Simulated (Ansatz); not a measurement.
Checking a run of Ansatz (a first-principles code) on the (111) slab of Sn (cut from a parent of space group no. 141; 16 atoms in the cell). The aim is a self-consistent single point with DFT, PBEsol, plane waves, PAW files made with PBE.

Cell that was meant: a = 6.5540 Å, b = 6.5540 Å, c = 19.5072 Å, α = 90.00°, β = 90.00°, γ = 103.20°.

Part of the input:

Ansatz 0.2 input:
```yaml
crystal:
  lattice:
    - [3.468243, 0.000000, 0.000000]
    - [-0.791893, 3.376627, 0.000000]
    - [0.000000, 0.000000, 10.322766]
  atoms:
    - { symbol: Sn, position: [0.073831, 0.426169, 0.321302] }
    - { symbol: Sn, position: [0.120302, 0.879698, 0.353792] }
    - { symbol: Sn, position: [0.480889, 0.019111, 0.256316] }
    - { symbol: Sn, position: [0.527360, 0.472640, 0.288806] }
    - { symbol: Sn, position: [0.259716, 0.240284, 0.451264] }
    - { symbol: Sn, position: [0.306187, 0.693813, 0.483755] }
    - { symbol: Sn, position: [0.666774, 0.833226, 0.386283] }
    - { symbol: Sn, position: [0.713245, 0.286755, 0.418774] }
    - { symbol: Sn, position: [0.445600, 0.054400, 0.581226] }
    - { symbol: Sn, position: [0.492071, 0.507929, 0.613722] }
    - { symbol: Sn, position: [0.852658, 0.647342, 0.516245] }
    - { symbol: Sn, position: [0.899129, 0.100871, 0.548736] }
    - { symbol: Sn, position: [0.631485, 0.868515, 0.711194] }
    - { symbol: Sn, position: [0.677956, 0.322044, 0.743684] }
    - { symbol: Sn, position: [0.038543, 0.461457, 0.646213] }
    - { symbol: Sn, position: [0.085014, 0.914986, 0.678703] }
basis:
  ecutwfc: 420.0
kpoints:
```

Log, with long lists cut:

```
   [... lines left out ...]
k-points: 5 of 9
PAW frozen core: Sn, regenerated for the run's functional, and the local potential with it
Initial density: superposition of atomic densities (neutral atoms: chi_scale 0, normalization atom)
Initial wavefunctions: pseudopotential atomic-orbital guess
Eigensolver: davidson
Functional: x = pbesol(κ = 0.804, μ = 0.12345679012345678), c = pbesol(β = 0.046)
SCF iter   1: F=—  HF=-93935.916703 eV  |F-HF|=—  |Δ(HF+E_count)|=         —  Δρ=3.09e-1  dr2=7.85e2  ethr=3.10e-3  ⟨swp⟩=40.0  Hψ=12007  notcnv=0  defer=59
all-band conjugate gradients solve this SCF's bands
preconditioner: auto → LDOS
SCF iter   2: F=—  HF=-93917.623101 eV  |F-HF|=—  |Δ(HF+E_count)|=    1.83e1  S|Δr|=    0.00e0  Δρ=2.94e-1  dr2=1.63e2  ethr=3.10e-3  ⟨swp⟩=15.8  Hψ=4933  notcnv=0  defer=100
   [... lines left out ...]
SCF iter  14: F=—  HF=-93867.743552 eV  |F-HF|=—  |Δ(HF+E_count)|=   1.42e-7  S|Δr|=    0.00e0  Δρ=1.28e-5  dr2=3.30e-7  ethr=5.42e-10  ⟨swp⟩=4.8  Hψ=2051  notcnv=0  defer=69
SCF iter  15: F=—  HF=-93867.743552 eV  |F-HF|=—  |Δ(HF+E_count)|=   2.40e-8  S|Δr|=    0.00e0  Δρ=6.82e-6  dr2=1.01e-7  ethr=4.46e-11  ⟨swp⟩=77.0  Hψ=17451  notcnv=0
SCF iter  16: F=-93867.743551 eV  HF=-93867.743552 eV  |F-HF|=1.83e-8  |Δ(HF+E_count)|=   1.03e-8  S|Δr|=    0.00e0  Δρ=3.40e-6  dr2=2.22e-8  ethr=4.46e-11  ⟨swp⟩=13.6  Hψ=6488  notcnv=0
SCF 1 converged in 16 iterations: F = -93867.743551 eV  dr2 = 2.22e-8
Stability not checked (fill_not_monotonic)
Free energy (F): -93867.743551 eV
Internal energy: -93867.725855 eV  (E = F + TS)
E sigma→0 (E₀):  -93867.737652 eV
Entropy (-TS):   -0.017697 eV (-1.106 meV/atom)
Fermi energy:    47.069837 eV
--- Forces (eV/Å), atoms counted from 1 ---
  atom   1  Sn   -26.52505955   -22.38653744  -111.41549764
  atom   2  Sn   -26.86913511    10.52751151   -66.39168192
  atom   3  Sn    19.25828570   -20.50957701  -145.50940350
   [... lines left out ...]
  atom  16  Sn    26.52505955    22.38653744   111.41549764
--- Stress (GPa, compression-positive) ---
     2945.784301     -46.427532     -26.679354
      -46.427536    3065.782297      -4.065659
      -26.679366      -4.065654    2592.974340
  P = ⅓ Tr σ = 2868.1803 GPa (28681.803 kbar)
  The stress holds the Pulay correction. Without it, at fixed plane waves, as pw.x and ABINIT print it: P = 2848.7175 GPa
```

### Question
Can these results be used? Check the input.

### Answer
The run is not sound. The fault is this: lattice multiplied by the bohr radius once too often. 1 bohr is 0.529 Å, so a mix-up scales every length by 1.89 or 0.529 and the volume by 6.75 or 0.148. To fix it, give the lengths in the unit that the key or card expects. The run converged in 16 iterations without an error; against the sound input the free energy rises by 82.9 eV/atom and the largest force goes from 0.531 to 148.2 eV/Å.

The sound input it was made from differs as follows (other fixes are possible):
```diff
-    - [3.468243, 0.000000, 0.000000]
-    - [-0.791893, 3.376627, 0.000000]
-    - [0.000000, 0.000000, 10.322766]
+    - [6.554030, 0.000000, 0.000000]
+    - [-1.496461, 6.380901, 0.000000]
+    - [0.000000, 0.000000, 19.507200]
```

With that input, the run converged in 9 iterations: free energy E − TS (on the zero of these files) -95193.7004 eV; Fermi level (on the code's own zero) 3.71 eV; pressure averaged over the cell with its vacuum -0.60 GPa; largest force (vector length) 0.531 eV/Å (DFT, PBEsol, plane waves, PAW files made with PBE).

On the sound input: the starting cell comes from a database of computed structures (which also holds hypothetical and non-ambient phases and stackings), without a prior relaxation at this level. The slab is cut from that crystal, and its faces are unrelaxed. Its lattice was rescaled in the plane by a random factor within 2.5 % of one.
